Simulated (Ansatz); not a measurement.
Start from HfO2 in the fluorite structure (space group Fm-3m, No. 225; a = 5.058 Å). Axes: x, y, z lie along the cube axes.

Method: r2SCAN (Ansatz, a quantum-chemistry and plane-wave program, PAW, spin-orbit coupling left out).

Base values:

- Electron mass: 1.1 mₑ along k, 0.76 mₑ across (at X)
- Band gap: 4.30 eV
- Pressure: 0.00 GPa

Modification: the cell is stretched by 0.79 % along y with no lateral relaxation; the atoms relax in the strained cell.

Predict the new electron mass, band gap, energy relative to the base and pressure.

The electron mass goes from 1.1 mₑ along k, 0.76 mₑ across (at X) to 1.1 mₑ along k, 0.77 mₑ across (at X); the band gap drops by 0.05 eV, from 4.30 eV to 4.25 eV; the energy goes up by 1.2 meV/atom; the pressure (mean of the normal stresses, compression positive) goes from zero to -2.10 GPa.

Spin-orbit coupling, missing from the scalar runs, can matter with Hf. Effective masses come from finite differences of ±0.01 Å⁻¹. Along k means along the line from Γ to the band edge. Stability against distortions was not tested. This is not the structure that HfO2 has at room temperature and ambient pressure.
